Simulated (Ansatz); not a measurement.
WAlB (Cmcm, No. 63, 6 atoms in the cell; start mp-1070916), treated with r²SCAN (PAW; Ansatz, a first-principles code).

Settings: plane-wave cutoff 560 eV, 18×18×18 k mesh, Fermi–Dirac smearing 0.05 eV, no spin polarisation, scalar-relativistic PAW data made under PBE.

Cell (relaxed at this level):

AlWB has the orthorhombic space group Cmcm (No. 63), Pearson symbol oS12. Conventional cell: a = 3.2032 Å, b = 13.9144 Å, c = 3.1056 Å, α = β = γ = 90.00°. Al on 4c is coordinated by 1 B at 2.302 Å and 4 Al at 2.631 Å and 4 W at 2.703 Å and 1 W at 2.921 Å. B on 4c is surrounded by 2 B at 1.825 Å and 1 Al at 2.302 Å and 6 W at 2.361 Å. W on 4c is coordinated by 6 B at 2.361 Å and 4 Al at 2.703 Å and 1 Al at 2.921 Å and 2 W at 2.951 Å and 4 W at 3.106–3.203 Å. (Neighbours: up to the widest gap in distance over summed covalent radii, below 1.35, at either atom; cation-cation and far metal-metal contacts left out.)
(The calculation used a cell of 6 atoms; values per cell refer to that cell.)

Q: Give the computed bulk modulus.

A: 
- bulk modulus = 243 GPa

Note: the run has no spin polarisation, so it can have missed a magnetic state; the bulk modulus is −V dP/dV from two relaxed cells at ±2 % in volume; the relaxation could not lower the start's symmetry, so the cell can be a saddle point above a distorted one.

Spin–orbit coupling is not included; it can open a gap where bands touch, and shift volumes and moduli.

The computed numbers hold no vibrational or temperature effects.

It cost about 19 core-minutes (a rough figure) of CPU time.

A start named mp-… is a Materials Project structure, which need not be a measured phase.
